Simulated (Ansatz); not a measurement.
PbI₂ in the CdI2 type structure (space group P-3m1, No. 164; layered)

```xyz
3
Lattice="4.4397 0.0000 0.0000 -2.2198 3.8449 0.0000 0.0000 0.0000 6.7420" Properties=species:S:1:pos:R:3 pbc="T T T"
Pb     0.0000     0.0000     0.0000
I      0.0000     2.5632     1.8894
I      2.2198     1.2816     4.8526
```

Level of theory: Kohn–Sham DFT with the PBEsol-D3(BJ) functional, run in Ansatz (a quantum-chemistry and plane-wave program) with PAW and 420 eV plane waves, without spin-orbit coupling, earlier PAW set. k-mesh 9×9×5 (Γ-centred); smearing 0.05 eV (Fermi–Dirac).

| Item | Result |
|---|---|
| Volume per atom | 38.36 Å³ |
| Density | 6.65 g/cm³ |
| Band gap | 1.92 eV, direct at A |
| Electron mass | 0.78 mₑ along k, 0.21 mₑ across |
| Hole mass | 0.45 mₑ along k, 0.40 mₑ across |
| Total energy | -8874.905 eV/atom (σ→0; compares only within this code and set-up) |

With I and Pb present, leaving out spin-orbit coupling can change the band edges. Effective masses come from finite differences of ±0.01 Å⁻¹. Along k means along the line from Γ to the band edge. Whether these cells are dynamically stable was not tested.
